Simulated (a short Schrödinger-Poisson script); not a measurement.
Structure: MOS inversion layer, SiO2 on p-type Si(100), at 300 K.

From the gate side: 1.4 nm SiO2; 210 nm Si, acceptors 4.1e18 cm⁻³.

Constants are typed, rounded textbook-type inputs, not results; the design itself was drawn at random and stands for no fabricated device. SiO2: permittivity 3.9, conduction-band edge (eV) 3.15, gap (eV) 9, electron mass (mₑ) 0.5. Si: permittivity 11.7, conduction-band edge (eV) 0, gap (eV) 1.124, Nv at 300 K (cm⁻³) 3.1e19.

Channel valleys (confinement mass, in-plane density-of-states mass, number): Δ2 0.916, 0.19, 2; Δ4 0.19, 0.417, 4. At the gate the conduction-band edge of layer 1 lies 3.48 eV − eVg above the Fermi level of the channel; the field vanishes at the back. Gaps are held at their typed values at every temperature. Mesh 0.03 nm at interfaces.

Solved with a short Schrödinger-Poisson script written for these runs: 1D Poisson equation in equilibrium, electrons quantum, Hartree (BenDaniel-Duke, 12 states a valley, the channel's in-plane mass for all, wave functions free to enter the dielectric), parabolic valleys, classical holes, full ionisation, no traps, pinning or gate leakage.

```tsv
Vg (V)	electrons (cm⁻²)	C (μF/cm²)	Δ2 E0 (meV from the Fermi level)	Δ4 E0 (meV from the Fermi level)
0.8	3.19e9	0.477	188.4	279.2
0.85	1.36e10	0.507	150.7	242.6
0.9	5.47e10	0.632	114.5	207.6
0.95	1.81e11	0.919	83.2	177.3
1	4.39e11	1.25	59.5	154.6
1.05	8.14e11	1.49	42.4	138.6
1.1	1.26e12	1.63	29.8	126.9
1.15	1.76e12	1.73	19.8	117.8
1.2	2.29e12	1.79	11.5	110.5
1.25	2.84e12	1.83	4.4	104.3
1.3	3.40e12	1.87	-2.0	98.9
1.35	3.98e12	1.89	-7.7	94.1
1.4	4.56e12	1.91	-12.9	89.8
1.45	5.16e12	1.93	-17.8	85.8
1.5	5.76e12	1.95	-22.4	82.1
```

Gate voltages with under 1e9 electrons/cm² are left out.

**Question.** At Vg = 1.5 V the lowest Δ2 subband lies at -22.4 meV from the Fermi level. How many electrons does it hold, and what share of all?

**Answer.** The two-dimensional density of states is g m/(πħ²) = 1.59e11 cm⁻² meV⁻¹ (both spins), kT = 25.9 meV, so n = D kT ln(1 + exp(−E/kT)) = 4.99e12 cm⁻², 0.87 of the 5.76e12 cm⁻² in all.

**Question.** Compare the slope of the sheet density between 1.4 and 1.5 V with the geometric capacitance of the layers between gate and channel.

**Answer.** q Δn/ΔV = 1.92 μF/cm²; ε0/Σ(t/ε) = 2.47 μF/cm². The ratio is 0.78: the channel acts as a further capacitance in series.
